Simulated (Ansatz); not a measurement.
Here is the system:

End structure of a constructed model of the (100) surface of fcc Rh, a pseudomorphic layer of Mg in the host's stacking (bottom of the slab: a bare face, its two planes held):

```
CELL_PARAMETERS angstrom
      2.70822     0.00000     0.00000
      0.00000     2.70822     0.00000
      0.00000     0.00000    28.00000
ATOMIC_POSITIONS crystal
  Rh 0.50000 0.50000 0.28895
  Rh 0.00000 0.00000 0.35734
  Rh 0.50000 0.50000 0.42545
  Rh 0.00000 0.00000 0.49454
  Rh 0.50000 0.50000 0.56281
  Rh 0.00000 0.00000 0.63049
  Mg 0.50000 0.50000 0.69888
```

Set-up: 7 atoms, 11.8 Å thick at the start; mesh 14x14x1; 0.1 eV smearing; dipole correction on; single point; on the structure that PBE left under its start's symmetry; no spin, no spin-orbit, no U. It is one candidate, not shown to be the stable structure of the face.

Predict the work function of the top face from Ansatz (a first-principles code) with r2SCAN, at the PBE geometry.

3.97 eV
